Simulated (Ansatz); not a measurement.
Effect of strain tensor (xx, yy, zz, yz, xz, xy) = (+0.62, −1.22, +0.20, −0.23, +0.03, −1.05) % on Sb

The parent structure is Sb (space group R-3m, No. 166; a = 4.326 Å, c = 11.339 Å (hexagonal axes); layered; relaxed with 0.1 eV smearing). Axes: x lies along a and z along c of the hexagonal cell.

One thing is altered: strain tensor (xx, yy, zz, yz, xz, xy) = (+0.62, −1.22, +0.20, −0.23, +0.03, −1.05) %; the atoms relax in the strained cell.

The values are results of r2SCAN+rVV10 (Ansatz, a first-principles code), no SOC, not measurements. Settings: 16×16×16 k-points, 0.1 eV Fermi–Dirac smearing.

```json
[
 {"quantity": "volume per atom", "base": "30.63 Å³", "changed": "30.50 Å³", "shift": "-0.13 Å³"},
 {"quantity": "space group", "base": "R-3m (No. 166)", "changed": "P-1 (No. 2)", "shift": "–"},
 {"quantity": "energy relative to the base (free energy F)", "base": "0 meV/atom", "changed": "+3.3 meV/atom", "shift": "+3.3 meV/atom"},
 {"quantity": "pressure (mean of the normal stresses, compression positive)", "base": "0.0 GPa", "changed": "0.3 GPa", "shift": "+0.3 GPa"},
 {"quantity": "band gap", "base": "zero", "changed": "zero", "shift": "–"},
 {"quantity": "largest internal atomic displacement", "base": "–", "changed": "0.011 Å", "shift": "–"},
 {"quantity": "stress (xx, yy, zz, yz, xz, xy; compression positive)", "base": "–", "changed": "(-0.4, 1.1, 0.1, 0.6, -0.5, 0.7) GPa", "shift": "–"}
]
```

Final structure:

```
CELL_PARAMETERS angstrom
      2.16456     1.20243     3.78507
     -2.18852     1.24785     3.78377
      0.02736    -2.47579     3.79285
ATOMIC_POSITIONS crystal
  Sb 0.23339 0.23592 0.23108
  Sb 0.76661 0.76408 0.76892
```

With Sb present, leaving out spin-orbit coupling can change the band edges. Whether these cells are dynamically stable was not tested.
